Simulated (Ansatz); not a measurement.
WSe2 under a change: biaxial strain −2.40 %, plane normal [001], relaxed out of plane

Take WSe2 (space group P6_3/mmc, No. 194; a = 3.279 Å, c = 12.786 Å; layered, stacked along the Cartesian z axis) as the base. Axes: x lies along a and z along c of the hexagonal cell.

Now apply this change: biaxial strain −2.40 %, plane normal [001], relaxed out of plane (Cartesian); in-plane vectors clamped, the third vector and the atoms free.

The values are results of Ansatz (a program for electronic structure), PBE-D3(BJ), PAW, cutoff 420 eV, no spin-orbit coupling, not measurements. Γ-centred 12×12×3 mesh, Fermi–Dirac width 0.05 eV.

| quantity | base | changed | shift |
|---|---|---|---|
| volume per atom | 19.84 Å³ | 19.08 Å³ | -0.76 Å³ |
| band gap | 0.87 eV | 0.89 eV | +0.02 eV |
| gap character | indirect, Γ → K–Γ (47 % along) | indirect, K → K–Γ (47 % along) | – |
| smallest direct gap | 1.57 eV | 1.67 eV | +0.108 eV |
| hole mass | 1.3 mₑ along c, 0.70 mₑ across (at Γ) | 0.73 mₑ out of plane, 0.49 mₑ in plane (at K) | – |
| out-of-plane strain | – | +0.94 % | – |
| ratio −ε⊥/ε∥ | – | 0.39 | – |
| mean in-plane stress (compression positive) | – | +6.2 GPa | – |

Final structure (turned so that z lies along the plane normal):

```
WSe2
1.0
    3.20034     0.00000     0.00000
    1.60017     2.77158     0.00000
    0.00000     0.00000    12.90678
W Se
2 4
Direct
  0.66667   0.66667   0.75000
  0.33333   0.33333   0.25000
  0.66667   0.66667   0.38285
  0.33333   0.33333   0.88285
  0.33333   0.33333   0.61715
  0.66667   0.66667   0.11715
```

Spin-orbit coupling, missing from the scalar runs, can matter with W. Masses are band curvatures over ±0.01 Å⁻¹ around the edge. No phonon test of stability was made.
